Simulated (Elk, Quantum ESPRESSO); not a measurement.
# Equation of state of zinc-blende InP (space group 216): energy against volume (Elk, PBE)

```yaml
crystal:
  lattice:
    - [0.00000, 2.88281, 2.88281]
    - [2.88281, 0.00000, 2.88281]
    - [2.88281, 2.88281, 0.00000]
  atoms:
    - { symbol: In, position: [0.00000, 0.00000, 0.00000] }
    - { symbol: P, position: [0.75000, 0.75000, 0.75000] }
```

Method: PBE, all-electron FP-LAPW, Elk's shipped species files, default APW+lo basis (Elk). Settings: xctype = 20; rgkmax = 7.98; stype = 3; swidth = 0.000367493 Ha; ngridk = 10 10 10; rmtscf = 0.92; sphere radii = {In: 2.392, P: 2.024} bohr. The cell above is the first row's. The rows scale it uniformly. In all rows fractional positions and the k mesh are held. E is the free energy at the stated smearing, counted from the lowest row.

| V (Å^3/atom) | E (meV/atom) |
|---|---|
| 23.958 | 60.15 |
| 24.479 | 37.47 |
| 25.000 | 20.76 |
| 25.520 | 9.26 |
| 26.041 | 2.43 |
| 26.562 | 0.00 |
| 27.083 | 1.34 |
| 27.604 | 5.98 |
| 28.125 | ? |

The 8 complete rows are fitted with the third-order Birch-Murnaghan form, a cubic in V^(-2/3), E against V. With u = V^(-2/3) - 0.115, the rows have u = 0.005328, 0.003614, 0.001961, 0.000366, -0.001177, -0.002671, -0.004116, -0.005516. Least squares gives E = 7.266 + 5099.6·u + 894706·u² + 2098704·u³. Residuals (row less fit): -0.003, -0.011, 0.037, 0.008, -0.070, 0.012, 0.053, -0.027; standard error 0.050 (degrees of freedom: 4). Its minimum lies at u = -0.002879, so V0 = (0.112121)^(-3/2) = 26.64. There d²E/du² = 1753000 and d³E/du³ = 1.259e7, so B0 = (4/9) × 26.64^(-7/3) × 1753000 × 0.160218 = 58.9 GPa (the last factor turns the table's units into GPa), and B0' = 4 + (2/3) × 0.112121 × (1.259e7)/1753000 = 4.5.

Question: Estimate the missing E (V = 28.125); what did the run itself give?

Answer: u = -0.006872, so E = 7.266 + 5099.6 × (-0.006872) + 894706 × (-0.006872)² + 2098704 × (-0.006872)³ = 13.792 meV/atom. The calculation gives 13.95 meV/atom, 0.158 meV/atom above the prediction (0.3 % of the range of E in the table). The row lies outside the fitted rows, so this is an extrapolation. From the scatter of the fitted rows alone, a prediction at this place has a standard error of 0.122 meV/atom, so the miss is 1.3 times that.

Carrying the step between the two nearest rows on in a straight line would have given 10.62, off by 3.33; series whose last step already gives the withheld value aren't shown. The scan was laid around a cell of about the measured size, scaled by a guess for this functional. The runs keep the symmetry of the cell, so they don't test it for distortions. A plane-wave scan with the same functional (Quantum ESPRESSO, GBRV) gives V0 = 26.43 Å^3/atom and B0 = 59.4 GPa; a Birch-Murnaghan fit to all rows here lies 0.8 % from it in V0 and 0 % in B0; the two differ in basis, and may differ in potentials and mesh. Values depend on the basis (sphere radii, cutoffs, local orbitals), which need not be converged. Sphere radii are the same in all rows. Cutoffs and mesh are single choices, not tested for convergence of this quantity. Series with a scatter that would blur these digits, or in which a gap closes, are not shown. Nor are scans whose minimum lies at an end fitted in this form.
